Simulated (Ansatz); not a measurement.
Here is the system:

End structure of a constructed model of the (110) surface of bcc Ta, a cell of two sites (a+b, b-a) surface alloy, Zn on one Ta site of the top plane (bottom of the slab: a bare face, its two planes held):

```yaml
crystal:
  lattice:
    - [1.91624, 2.70998, 0.00000]
    - [-3.83249, 2.70998, 0.00000]
    - [0.00000, 0.00000, 28.00000]
  atoms:
    - { symbol: Ta, position: [0.50000, 0.00000, 0.29303] }
    - { symbol: Ta, position: [0.00000, 0.50000, 0.29303] }
    - { symbol: Ta, position: [0.00000, 0.00000, 0.37684] }
    - { symbol: Ta, position: [0.50000, 0.50000, 0.37684] }
    - { symbol: Ta, position: [0.50000, 0.00000, 0.46011] }
    - { symbol: Ta, position: [0.00000, 0.50000, 0.46049] }
    - { symbol: Ta, position: [0.00000, 0.00000, 0.54389] }
    - { symbol: Ta, position: [0.50000, 0.50000, 0.54441] }
    - { symbol: Ta, position: [0.50000, 0.00000, 0.62794] }
    - { symbol: Ta, position: [0.00000, 0.50000, 0.62769] }
    - { symbol: Zn, position: [0.00000, 0.00000, 0.70848] }
    - { symbol: Ta, position: [0.50000, 0.50000, 0.70258] }
```

Slab: 12 atoms, 11.6 Å thick at the start; k 11x8x1, smearing 0.1 eV, dipole-corrected; 4 atoms held, the rest relaxed; held to the start's symmetry, so lower structures may exist; no spin, no spin-orbit, no U. It is one candidate, not shown to be the stable structure of the face.

Q: What work function of the top face does PBE in Ansatz (an electronic-structure program) give?

A: 4.25 eV
